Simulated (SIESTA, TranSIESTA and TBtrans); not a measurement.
Run with TranSIESTA and TBtrans (open boundaries, self-consistent; PseudoDojo norm-conserving potentials, scalar-relativistic): Spin polarized, PAO.BasisSize DZP, PAO.EnergyShift 0.15 eV, XC.Authors PBE, Mesh.Cutoff 200 Ry, ElectronicTemperature 300 K, TS.Voltage 0.0 eV, TBT.Elecs.Eta 0.001 eV.

Junction: Fe chain with one Ge atom in place of Fe. Leads: straight Fe chain, spacing 2.25 Å. Geometry: 3 atoms about the centre moved by SIESTA (PBE, DZP) to a largest force of 0.03 eV/Å, all others as built, motion along the axis alone.

Q: Give the largest eigenchannel transmissions at the Fermi level (four at most) and the total.

A: Up: 0.86 (total 0.86); down: 0.60, 0.53, 0.53 (total 1.65). The magnetic order of the leads was set by the start, and no other order was tried; the separate lead runs end at 3.39 (left) and 3.39 (right) μB an atom. The straight chain is held at its spacing; free chains may zigzag or dimerise.
